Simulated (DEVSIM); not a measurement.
Structure: Schottky contact on n-type GaN, at 300 K.

Layer 1 from the left is GaN, thickness (μm) 0.540, Nd (cm⁻³) 4.9e15, τn (s) 6.2e-9, τp (s) 1.9e-10.

Left contact: Schottky, work function 5.41 eV, emission velocity 3.9e6 cm/s. Right contact: ohmic. Voltage is applied to the left contact. Recombination: SRH at mid-gap. Mobility is constant in doping.

The device is made up for the run: typed textbook-type constants, with dimensions and the other settings drawn at random. Values at 300 K.

GaN: gap (eV) 3.43, affinity (eV) 4.1, permittivity 9.5, Nc (cm⁻³) 2.3e18, Nv (cm⁻³) 4.6e19, μn (cm²/Vs) 1200, μp (cm²/Vs) 100.

Simulated with DEVSIM: 1D drift-diffusion, Boltzmann statistics, complete ionisation; no tunnelling, impact ionisation, image-force lowering or self-heating. Metal contacts follow the ideal Schottky-Mott rule: no Fermi-level pinning, no interface dipoles.

What does the simulation give for the largest field in the device at zero bias, the dark forward voltage at 1 A/cm², the potential step across the device at zero bias, the dark forward voltage at 100 A/cm²?

largest field in the device at zero bias 46000 V/cm; dark forward voltage at 1 A/cm² 0.948 V; potential step across the device at zero bias 1.151 V; dark forward voltage at 100 A/cm² 1.078 V.
